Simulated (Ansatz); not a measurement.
Consider a periodic stack without vacuum, fcc Pt (1 1 0) on ceria (1 1 0) (film strained to the substrate, faces as cut): substrate slab Ce8O16, film Pt16, surface cells [[0, -1], [1, -1]] and [[1, 0], [1, 2]], film strained by -2.7 and -2.7 %, faces CeO/CeO and Pt/Pt as cut (like faces can put a slab off its formula). Its start:

```xyz
40
Lattice="3.8640 0.0000 -0.0048 3.8640 5.4645 -0.0152 -1.6459 0.4005 29.1262" Properties=species:S:1:pos:R:3 pbc="T T T"
Ce     6.7555     5.4135     3.2824
Ce     4.8217     2.6703     1.5864
Ce     6.7602     5.4393     7.2100
Ce     4.8259     2.6979     5.3488
Ce     6.7660     5.4510    11.0523
Ce     4.8309     2.7138     9.1963
Ce     2.9018     5.4582    14.7871
Ce     4.8384     2.7246    13.1407
O      0.9595     1.3276     3.3782
O      2.8887     1.3639     1.5201
O      2.8883     3.9415     1.5168
O      4.8232     4.0483     3.3582
O      0.9642     1.3428     7.2382
O      2.8939     1.3346     5.3034
O      2.8937     4.0623     5.2951
O      4.8282     4.0741     7.2252
O      0.9697     1.3494    11.1010
O      2.8987     1.3464     9.1658
O      2.8990     4.0816     9.1610
O      4.8345     4.0859    11.0903
O      0.9838     1.2670    14.8835
O      2.9063     1.3555    13.0257
O      2.9073     4.0926    13.0182
O      4.8507     4.1627    14.8754
Pt     1.2313     0.6347    19.0156
Pt     1.2317     3.3582    19.0260
Pt     3.1569     1.9950    17.6503
Pt     3.1616     4.7198    17.6798
Pt     1.2429     3.3767    21.9676
Pt     1.2429     0.6458    21.9618
Pt     3.1698     4.7359    20.5095
Pt     3.1695     2.0034    20.5073
Pt     1.2513     0.6750    24.8803
Pt     1.2510     3.4075    24.8915
Pt     3.1794     2.0242    23.4291
Pt     3.1792     4.7560    23.4255
Pt     1.2567     3.4475    27.7460
Pt     1.2567     0.7171    27.7247
Pt     3.1864     4.7951    26.3705
Pt     3.1863     2.0663    26.3776
```

The start was prepared with a machine-learned potential, and the result is one local minimum, with the in-plane cell held and forces under 0.04 eV/Å; the film can end far from its bulk form.

The numbers are results of PBE (plane waves to 420 eV, PAW; Ansatz, a program for electronic structure), not measurements. Scalar-relativistic, without spin–orbit coupling; the runs are not spin-polarised; PBE gaps are too small against experiment; cerium has no Hubbard term. Its k-point mesh 8×5×1, Fermi–Dirac width 0.05 eV.

Task: Predict the relaxed interface.

Result: The interface area is 21.1 Å², the period comes out as 27.79 Å and the gaps between the outermost planes at the two interfaces is 2.07 and 2.07 Å. The Ce–Pt contacts across the interfaces within 1.22 times the sum of covalent radii is 10, mean 3.30 Å and the O–Pt contacts across the interfaces within 1.22 times the sum of covalent radii is 4, mean 2.07 Å.
